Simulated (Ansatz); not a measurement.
Start from Cr in the bcc (W type) structure (space group Im-3m, No. 229; a = 2.829 Å; non-magnetic).

The values are results of r2SCAN (Ansatz, a first-principles code), without spin-orbit coupling, not measurements.

Before the change:

* **Volume per atom**: 11.32 Å³

The change: Ag takes the place of Cr on all its sites; the structure is relaxed again.

Tabulated Pauling electronegativity and covalent radius: Cr 1.66, 1.39 Å; Ag 1.93, 1.45 Å.

Task: What happens to the volume per atom?

Result: The volume per atom increases by 6.122 Å³ to 17.45 Å³.

Whether these cells are dynamically stable was not tested. For Ag in this form, whether it has been made was not checked. Seeded moments were not kept for the base. All final runs are without spin polarisation. Real Cr is antiferromagnetic at low temperature and ambient pressure, an order that this cell doesn't hold. This is not the structure that Ag has at room temperature and ambient pressure.
